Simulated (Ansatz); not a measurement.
A one-dimensional AuC body, 4 atoms a period, stretched and compressed along its axis from its relaxed period of 7.615 Å, atoms relaxed at each length.

```
CELL_PARAMETERS angstrom
     11.00000     0.00000     0.00000
      0.00000    11.00000     0.00000
      0.00000     0.00000     7.61499
ATOMIC_POSITIONS crystal
  Au 0.50000 0.50000 0.00000
  Au 0.50000 0.50000 0.50000
  C  0.50000 0.50000 0.25000
  C  0.50000 0.50000 0.75000
```

Method: PBE (plane waves to 420 eV, PAW; Ansatz, a quantum-chemistry and plane-wave program). Mesh 1×1×40. No spin polarisation. It repeats along c; a and b span vacuum. A hypothetical model. It keeps the symmetry and period of its start, so it need not be a minimum against all distortions. Pairing along the axis, which can open a gap, is among the distortions not tried. Values not marked SOC lack spin–orbit coupling. Buckling under compression is shut out by symmetry and the short period. Energies are free energies at a Fermi–Dirac width of 0.02 eV, from the unstrained cell.

| strain (%) | energy (meV a period) | axial force (nN) |
|---|---|---|
| -3.0 | +201 | -2.96 |
| -1.5 | +48 | -1.37 |
| 0.0 | 0 | -0.01 |
| +1.5 | +42 | +1.14 |
| +3.0 | +159 | +2.12 |

The slope of the force at zero strain is 84 nN.
